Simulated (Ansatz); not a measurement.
# HgS, response to strain

The parent structure is HgS (space group P3_221, No. 154; a = 4.465 Å, c = 9.758 Å; made of chains). Axes: x lies along a and z along c of the hexagonal cell.

Strains are applied to the cell and any free atomic positions relax; under biaxial strain the out-of-plane vector relaxes too.

Computed with Kohn–Sham DFT with the PBE functional, run in Ansatz (a program for electronic structure) with PAW and 420 eV plane waves, without spin-orbit coupling.

Notes on the quantities. energy relative to the base: free energy F.

| change | energy relative to the base | largest internal atomic displacement | band gap |
|---|---|---|---|
| base | 0 meV/atom | – | 1.83 eV |
| biaxial strain +1.21 %, plane normal [001], relaxed out of plane | – | – | 1.89 eV |
| isotropic strain +1.06 % | +0.7 meV/atom | 0.044 Å | 1.89 eV |
| isotropic strain +1.15 % | +0.8 meV/atom | 0.048 Å | 1.89 eV |
| isotropic strain +4.80 % | +11 meV/atom | 0.202 Å | 2.01 eV |
| isotropic strain +5.11 % | +13 meV/atom | 0.215 Å | 2.01 eV |
| isotropic strain +5.73 % | +16 meV/atom | 0.241 Å | 2.01 eV |

Spin-orbit coupling, missing from the scalar runs, can matter with Hg. Stability against distortions was not tested. No dispersion term is included, though the crystal is made of layers, chains or molecules, so its spacings can come out too wide.
